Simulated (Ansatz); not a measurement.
## Pressure series in BAs

Take BAs in the zinc blende structure (space group F-43m, No. 216) as the base.

```
BAs
1.0
    0.00000     2.39195     2.39195
    2.39195     0.00000     2.39195
    2.39195     2.39195     0.00000
As B
1 1
Direct
  0.75000   0.75000   0.75000
  0.00000   0.00000   0.00000
```

Cell and atoms are relaxed at each pressure.

Calculations: r2SCAN, PAW, 500 eV (Ansatz, an electronic-structure program; no SOC).

Candidates:
(a) pressure 30 GPa
(b) pressure 50 GPa
(c) pressure 3 GPa

Before the change:

```
Quantity   Result
--------  -------
Band gap  1.38 eV
```

Order them by band gap, highest first.

(c) pressure 3 GPa (1.36 eV), (a) pressure 30 GPa (1.20 eV), (b) pressure 50 GPa (1.12 eV)

Load acts through the strain it causes; cell and atoms are relaxed under it. No phonon test of stability was made. No other phases were tried under pressure.
